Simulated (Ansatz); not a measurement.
The reference is Te in the diamond structure (space group Fd-3m, No. 227; a = 7.1865 Å; a hypothetical phase, not in the database extracts checked; relaxed with 0.1 eV smearing).

(Cell as relaxed with PBE.)

Levels (all Ansatz, a first-principles code, PAW): PBE (420 eV, no spin-orbit coupling); PBEsol (420 eV, spin-orbit coupling left out).

Each level relaxes its own structure.

```
base                      PBE    PBEsol
-------------------  --------  --------
volume per atom      46.39 Å³  44.00 Å³
lattice parameter a  718.6 pm  706.1 pm
band gap                 zero      zero
```

Perturbation: every lattice vector is shortened by 1.44 %; the atoms relax in the strained cell.

```tsv
quantity	PBE	PBEsol
energy relative to the base (free energy F)	+7.5 meV/atom	(withheld)
pressure	1.3 GPa	(withheld)
band gap	zero	(withheld)
```

Task: What does PBEsol give?

Result: 
- energy relative to the base (free energy F), PBEsol: +8.0 meV/atom
- pressure, PBEsol: 1.4 GPa
- band gap, PBEsol: zero

PBE's energy relative to the base lies 0.5 meV/atom below PBEsol's; PBE's pressure lies 0.17 GPa below PBEsol's; the two agree on the band gap. Neither level is exact; PBEsol is the comparison here, not a measurement.

Whether these cells are dynamically stable was not tested.
